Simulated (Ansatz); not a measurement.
# Pressure series in Bi2Te3

The reference is Bi2Te3 in the Bi2Te3 type structure (space group R-3m, No. 166; a = 4.315 Å, c = 29.619 Å (hexagonal axes)).

Cell and atoms are relaxed at each pressure.

All numbers come from Ansatz (a program for electronic structure) PBEsol-D3(BJ), spin-orbit coupling left out.

| pressure (GPa) | volume per atom (Å³/atom) |
|---|---|
| -1 | 32.568 |
| 0 | 31.842 |
| 0.3 | 31.651 |
| 0.7 | 31.405 |
| 1.5 | 30.949 |
| 3 | ? |
| 5 | 29.322 |
| 7.5 | 28.388 |
| 10 | 27.534 |

**Question.** Fit the third-order Birch–Murnaghan form P(V) = (3B₀/2)[(V₀/V)^(7/3) − (V₀/V)^(5/3)]·[1 + (3/4)(B₀′ − 4)((V₀/V)^(2/3) − 1)] (squares taken in P) to the rows shown and predict the withheld row.

**Answer.** Least squares on the printed values gives V₀ = 31.852 Å³/atom, B₀ = 50.3 GPa, B₀′ = 4.3; this predicts 30.203 Å³/atom, and the run gives 30.188 Å³/atom, 0.015 lower.

A case with no gap was solved on a k-mesh chosen for an insulator, which is coarse for it. Load acts through the strain it causes; cell and atoms are relaxed under it. No phonon test of stability was made. Competing high-pressure phases were not computed. The final runs are not spin-polarised.
